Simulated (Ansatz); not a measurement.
# A computed series for GaCuSe2: response to strain

Take GaCuSe2 in the chalcopyrite structure (space group I-42d, No. 122) as the base.

```xyz
8
Lattice="-2.7542 2.7542 5.4808 2.7542 -2.7542 5.4808 2.7542 2.7542 -5.4808" Properties=species:S:1:pos:R:3 pbc="T T T"
Ga     0.0000     0.0000     5.4808
Ga     2.7542     0.0000     2.7404
Cu     0.0000     0.0000     0.0000
Cu     0.0000     2.7542     2.7404
Se     1.4273     1.3771     6.8509
Se     4.1313     1.3269    -1.3702
Se     1.3269     1.3771     1.3702
Se    -1.3771     1.4273     4.1106
```

Cartesian axes are those of the cell as printed.

Strains are applied to the cell and any free atomic positions relax; under biaxial strain the out-of-plane vector relaxes too.

The values are results of LDA/PAW in Ansatz (a quantum-chemistry and plane-wave program), no SOC, not measurements.

Candidates:
(a) biaxial strain −0.75 %, plane normal [001], relaxed out of plane
(b) biaxial strain −2.25 %, plane normal [001], relaxed out of plane
(c) biaxial strain −1.50 %, plane normal [001], relaxed out of plane
(d) biaxial strain −3.00 %, plane normal [001], relaxed out of plane

**Question.** Order them by out-of-plane strain, highest first.

**Answer.** (d) biaxial strain −3.00 %, plane normal [001], relaxed out of plane (+3.62 %), (b) biaxial strain −2.25 %, plane normal [001], relaxed out of plane (+2.72 %), (c) biaxial strain −1.50 %, plane normal [001], relaxed out of plane (+1.81 %), (a) biaxial strain −0.75 %, plane normal [001], relaxed out of plane (+0.91 %)

Stability against distortions was not tested. All final runs are without spin polarisation.
